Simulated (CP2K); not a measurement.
Band structure of La (P6_3/mmc, 4 atoms in the cell).

```
La
1.0
    3.77000     0.00000     0.00000
   -1.88500     3.26492     0.00000
    0.00000     0.00000    12.16000
La
4
Direct
  0.00000   0.00000   0.50000
  0.00000   0.00000   0.00000
  0.33333   0.66667   0.25000
  0.66667   0.33333   0.75000
```

Method: PBE, GPW, DZVP-MOLOPT-SR-GTH basis, GTH-PBE potentials (GTH_POTENTIALS) (CP2K).

Settings: CUTOFF = 500 Ry; REL_CUTOFF = 50 Ry; SMEAR/METHOD = FERMI_DIRAC; ELECTRONIC_TEMPERATURE = 1160.45 K; KPOINTS/SCHEME = MONKHORST-PACK 7 7 2; GAMMA_CENTERED = T; XC_FUNCTIONAL = PBE; La/BASIS_SET = DZVP-MOLOPT-SR-GTH-q11; La/POTENTIAL = GTH-PBE-q11; METHOD = GPW; EPS_DEFAULT = 1e-10; EXTRAPOLATION = USE_GUESS; NGRIDS = 5; SCF_GUESS = ATOMIC.

The starting cell has typed, rounded lattice constants, without a prior relaxation at this level. Values carry the incompleteness of an atom-centred basis.

Levels in eV from the Fermi level, bands 19 to 24:
```json
[
 {"point": "Γ", "19": "-1.95", "20": "-1.79", "21": "0.66", "22": "0.75", "23": "1.20", "24": "1.20"},
 {"point": "M", "19": "-1.59", "20": "-1.09", "21": "-0.70", "22": "-0.32", "23": "-0.21", "24": "0.51"},
 {"point": "K", "19": "-0.65", "20": "-0.50", "21": "-0.50", "22": "-0.04", "23": "0.12", "24": "0.12"},
 {"point": "A", "19": "-1.72", "20": "-1.72", "21": "1.01", "22": "1.01", "23": "1.32", "24": "1.32"},
 {"point": "L", "19": "-1.43", "20": "-1.43", "21": "-1.11", "22": "-1.11", "23": "0.68", "24": "0.68"},
 {"point": "H", "19": "-0.37", "20": "-0.37", "21": "-0.05", "22": "-0.05", "23": "-0.04", "24": "-0.04"}
]
```

Bands cross the Fermi level along this path, so the cell is metallic at this level.

Higher empty bands are left out: an atom-centred basis made for the valence describes them poorly.
